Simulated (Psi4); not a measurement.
Psi4 1.11, TPSS/def2-svp: In(F) ([F][In]), 2 atoms. The geometry is a generated start, not checked to be a minimum at this level.

* **task**: energy
* **method**: tpss
* **basis**: def2-svp
* **memory**: 3 GB
* **maxiter**: 100
* **keys of the molecule block**: symmetry c1
* **scf_type**: df (default)
* **e_convergence**: 1e-06 (default)
* **d_convergence**: 1e-06 (default)
* **dft_radial_points**: 75 (default)
* **dft_spherical_points**: 302 (default)
* **effective core potentials**: those of the basis set, past Kr
* **basis functions**: 40
* **grid points**: 42907

```xyz
2

In    -0.5135    -0.4723    -0.7318
F      0.5135     0.4723     0.7318
```

With the defaults (diis = true, scf_initial_accelerator = adiis, damping_percentage = 0, diis_max_vecs = 10, guess = auto, which took SAD) it converges in 9 SCF iterations. One run each on 2 threads, with these changes:
- guess = modhuckel
- scf_initial_accelerator = ediis
- diis = false, scf_initial_accelerator = none, damping_percentage = 60
- damping_percentage = 20
- scf_initial_accelerator = none
- guess = sap
- diis_max_vecs = 20
- guess = sapgau
- guess = sadno

**Question.** Which runs fail or end elsewhere than the default run?

**Answer.** No convergence: diis = false, scf_initial_accelerator = none, damping_percentage = 60 (the run ends without SCF convergence in 100 iterations). The rest reach the solution of the defaults.

```tsv
setting	SCF iterations	end
the defaults	9	same solution
diis_max_vecs = 20	9	same solution
guess = sadno	9	same solution
scf_initial_accelerator = none	9	same solution
guess = modhuckel	9	same solution
scf_initial_accelerator = ediis	9	same solution
guess = sap	11	same solution
guess = sapgau	12	same solution
damping_percentage = 20	20	same solution
diis = false, scf_initial_accelerator = none, damping_percentage = 60	100	no convergence
```

1 further run of the study ended by our limits or in an error and is left out.
